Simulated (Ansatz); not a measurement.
Defect migration in monoclinic ZrO2 strained by -1.5 % along x and y, z held: interstitial Li, charge state +1. The step: one Li atom jumps by itself; the atom moves 3.41 Å along (0.00, 0.41, -0.50) of the unit cell; the moving atom starts with neighbours O at 1.81, O at 1.88, O at 2.07, O at 2.09, O at 2.19 Å and ends with O at 1.81, O at 1.88, O at 2.07, O at 2.09, O at 2.19 Å. DFT values are from Ansatz (plane-wave PAW, 420 eV unless said) in a cell of 96 host sites, spin-restricted, static, with no finite-size correction. The charge state is imposed; whether it is stable for some Fermi level was not computed. Sites that were not tried may lie lower. For the PBE band: the saddle point's order was not checked.

| Level | Forward barrier (eV) | Cost of the band or of the saddle's single point |
|---|---|---|
| CHGNet universal potential (has no charge state), its own band | 1.21 | - |
| PBE, the Γ point alone, band relaxed | 1.20 | about 17 core-minutes (a rough figure) |
| PBE, a 2×2×2 k-point mesh shifted by half a step, same geometries | 1.21 | very roughly 4 core-minutes |

Ansatz is an electronic-structure program.
